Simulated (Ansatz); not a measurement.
Cubic perovskite KZnF3, treated with HSE06 (plane waves, PAW; Ansatz, a first-principles code).

Run with plane-wave cutoff 460 eV, 6×6×6 k mesh, Fermi–Dirac smearing 0.01 eV, scalar-relativistic PAW data made under PBE.

Cell (relaxed at this level):

```xyz
5
Lattice="4.0792 0.0000 0.0000 0.0000 4.0792 0.0000 0.0000 0.0000 4.0792" Properties=species:S:1:pos:R:3 pbc="T T T"
K      0.0000     0.0000     0.0000
Zn     2.0396     2.0396     2.0396
F      2.0396     0.0000     2.0396
F      0.0000     2.0396     2.0396
F      2.0396     2.0396     0.0000
```

Question: Estimate the bulk modulus, band gap, smallest direct gap on the k points sampled and pressure derivative B′ of the bulk modulus that the calculation returns.

Answer: 
- bulk modulus: 77.3 GPa
- band gap: 6.28 eV (on the SCF k mesh) (indirect)
- smallest direct gap on the k points sampled: 7.86 eV
- pressure derivative B′ of the bulk modulus: 4.7

Measured, for comparison: bulk modulus 80 GPa (temperature not stated, no zero-point or thermal correction, (C11+2C12)/3; as tabulated in Vaitheeswaran et al. (2016), arXiv:1609.00541). Computed (rounded) less measured: bulk modulus -3 %.

Computed values are for the static lattice.
